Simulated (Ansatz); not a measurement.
PtAl$_{2}$ (Fm-3m), PBE, DFPT electron-phonon coupling, linearised Boltzmann equation (Ansatz, an electronic-structure program). Condition of this run: functional PBE, cell relaxed with it. Phonon-limited resistivity 7.27 μΩ·cm at 300 K, 9.99 μΩ·cm at 400 K, current-weighted mean free path 12.8 nm, Drude plasma energy 7.86 eV.

Problem. Estimate the resistivity of a 40 nm square wire with diffuse walls from ρ ≈ ρ₀(1 + 3ℓ/4d).

Solution. 1 + 0.75 × 12.8/40 = 1.24, so ρ ≈ 9.01 μΩ·cm and a line 1 μm long has 56.3 Ω. The formula is the free-electron limit for d well above ℓ; grain boundaries add to it.

Problem. What is the classical skin depth at 10 GHz (nonmagnetic, μ₀ = 1.257×10⁻⁶ H/m)?

Solution. δ = √(ρ/(π f μ₀)) = 1360 nm.

Problem. What Drude relaxation time do resistivity and plasma energy imply?

Solution. ω_p = 1.19e16 s⁻¹, so τ = 1/(ε₀ ω_p² ρ) = 10.9 fs, a damping ħ/τ of 60.4 meV.

A metal at this level (no band gap). Only scattering by harmonic phonons is included (no impurities, grain boundaries, electron-electron scattering or thermal expansion). Spin-orbit coupling is left out, which matters with elements this heavy. The run warned that the eigensolver left some states short of its tolerance. Halving the electron mesh (24x24x24) moves the resistivity by up to 3 % at 300 K, the mean free path by up to 2 %. Smearing 0.20 eV; phonons on a 4x4x4 q mesh, which this run doesn't test.
